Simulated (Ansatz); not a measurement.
Results of PBEsol-D3(BJ) (PAW; Ansatz, a first-principles code) for CsCl-type PdIn.

Numerical settings: plane-wave cutoff 520 eV, 18×18×18 k mesh, Fermi–Dirac smearing 0.05 eV, scalar-relativistic PAW data made under PBE.

Results at a series of volumes:

| V (Å³/atom) | E − E_lowest (meV/atom) |
|---|---|
| 15.512 | 33.05 |
| 15.842 | 14.05 |
| 16.172 | 3.36 |
| 16.502 | 0.00 |
| 16.832 | 3.10 |
| 17.162 | 11.86 |
| 17.492 | 25.54 |

Q: What bulk modulus B0 and pressure derivative B′ does a third-order Birch–Murnaghan fit give?

A: V0 = 16.501 Å³/atom, B0 = 156 GPa, B′ = 5.5 (fit to the energies at full precision).

Spin–orbit coupling is not included.

Static lattice: no zero-point or thermal effects.
